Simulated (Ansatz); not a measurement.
Convergence study of zone-centre phonons against the mesh for PtAl2 (Fm-3m, 3 atoms in the cell)

```
CELL_PARAMETERS angstrom
      0.00000     2.96387     2.96387
      2.96387     0.00000     2.96387
      2.96387     2.96387     0.00000
ATOMIC_POSITIONS crystal
  Al 0.25000 0.25000 0.25000
  Al 0.75000 0.75000 0.75000
  Pt 0.00000 0.00000 0.00000
```

Level of theory: PBE (plane waves, PAW; Ansatz, a program for electronic structure).

Base settings: basis.ecutwfc = 420 eV; kpoints.mp_grid.grid = 10 10 10; hamiltonian.xc = pbe; hamiltonian.pseudopotentials = {kind: paw} (the program's default PAW files); scf.occupations.method = gaussian; scf.occupations.width = 0.1 eV.

In this ladder: phonons.method = dfpt.

Frequencies are those of the unrelaxed cell, without the LO-TO term of polar crystals.

Only quantities that move along the ladder and can be compared are tabulated.

Core times come from one kind of shared machine, to one figure; runs under 30 s give none.

The starting cell has typed, rounded lattice constants, without a prior relaxation at this level. Its lattice was rescaled by up to half a per cent. Spin polarisation is off.

| kpoints.mp_grid.grid | highest zone-centre frequency (cm⁻¹) | lowest optical frequency (cm⁻¹) | core time / last (rough) |
|---|---|---|---|
| 3 3 3 | 308.1 | 231.7 | – |
| 4 4 4 | 283.6 | 232.1 | – |
| 5 5 5 | 226.9 | 199.7 | – |
| 6 6 6 | 294.0 | 233.9 | – |
| 8 8 8 | 280.4 | 232.2 | – |
| 9 9 9 | 304.7 | 234.3 | – |
| 11 11 11 | 289.8 | 232.7 | – |
| 14 14 14 | 293.2 | 232.8 | 0.4 |
| 18 18 18 | 287.8 | 233.0 | 0.8 |
| 22 22 22 | 291.1 | 233.1 | 1 |

Coarsest kpoints.mp_grid.grid that holds the highest zone-centre frequency within 10 cm⁻¹ of the last step, with all finer ones: 11 11 11; the step before is off by 14 cm⁻¹.

Coarsest kpoints.mp_grid.grid that holds the lowest optical frequency within 2 cm⁻¹ of the last step, with all finer ones: 6 6 6; the step before is off by 33 cm⁻¹.

Keys are those of Ansatz 0.2.
